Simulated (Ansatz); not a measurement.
# GaN: uniaxial strain ε_xx = +1.20 %

The parent structure is GaN in the wurtzite structure (space group P6_3mc, No. 186; a = 3.1518 Å, c = 5.1383 Å). Axes: x lies along a and z along c of the hexagonal cell.

Perturbation: the cell is stretched by 1.20 % along x with no lateral relaxation; the atoms relax in the strained cell.

Calculations: Kohn–Sham DFT with the LDA functional, run in Ansatz (a first-principles code) with PAW and 420 eV plane waves, scalar-relativistic without spin-orbit coupling. Γ-centred 12×12×7 mesh, Fermi–Dirac width 0.05 eV.

```json
[
 {"quantity": "volume per atom", "base": "11.05 Å³", "changed": "11.18 Å³", "shift": "+0.13 Å³"},
 {"quantity": "energy relative to the base (free energy F)", "base": "0 meV/atom", "changed": "+1.8 meV/atom", "shift": "+1.8 meV/atom"},
 {"quantity": "pressure (mean of the normal stresses, compression positive)", "base": "0.00 GPa", "changed": "-2.35 GPa", "shift": "-2.356 GPa"},
 {"quantity": "band gap", "base": "2.13 eV", "changed": "2.03 eV", "shift": "-0.094 eV"},
 {"quantity": "gap character", "base": "direct at Γ", "changed": "direct at Γ", "shift": "–"},
 {"quantity": "electron mass", "base": "0.18 mₑ along c, 0.20 mₑ across (at Γ)", "changed": "0.17 mₑ along z, 0.19 mₑ across (at Γ)", "shift": "–"},
 {"quantity": "valence-band top at Γ (three highest levels, from the VBM)", "base": "0.00, 0.00, -0.05 eV", "changed": "0.00, -0.05, -0.07 eV", "shift": "–"},
 {"quantity": "stress (xx, yy, zz, yz, xz, xy; compression positive)", "base": "–", "changed": "(-4.30, -1.61, -1.16, 0.00, 0.00, 0.00) GPa", "shift": "–"}
]
```

Masses are band curvatures over ±0.01 Å⁻¹ around the edge. Whether these cells are dynamically stable was not tested. Labels are those of the standard path for the cell's own space group.
